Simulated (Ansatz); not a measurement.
Here is the system:

```yaml
crystal:
  lattice:
    - [0.00000, 2.22769, 2.16086]
    - [2.22769, 0.00000, 2.16086]
    - [2.22769, 2.22769, 0.00000]
  atoms:
    - { symbol: Ga, position: [0.00000, 0.00000, 0.00000] }
    - { symbol: N, position: [0.25000, 0.25000, 0.25000] }
```

No spin polarisation.

Method: Kohn–Sham DFT with the LDA functional, run in Ansatz (a first-principles code) with PAW and 420 eV plane waves, no SOC. k-mesh 13×13×13 (Γ-centred); smearing 0.05 eV (Fermi–Dirac).

Predict the pressure and hole mass.

The pressure (mean of the normal stresses, compression positive) comes out as 6.51 GPa and the hole mass is 0.19 mₑ along z, 0.81 mₑ across (at Γ).

The levels and masses belong to the bands next to the band gap. The cells carry an imposed strain or load. Effective masses come from finite differences of ±0.01 Å⁻¹. No phonon test of stability was made. The cell was made from GaN in the zinc blende structure (space group F-43m, No. 216) by this change: uniaxial strain ε_zz = −3.00 %. This is not the structure that GaN has at room temperature and ambient pressure.
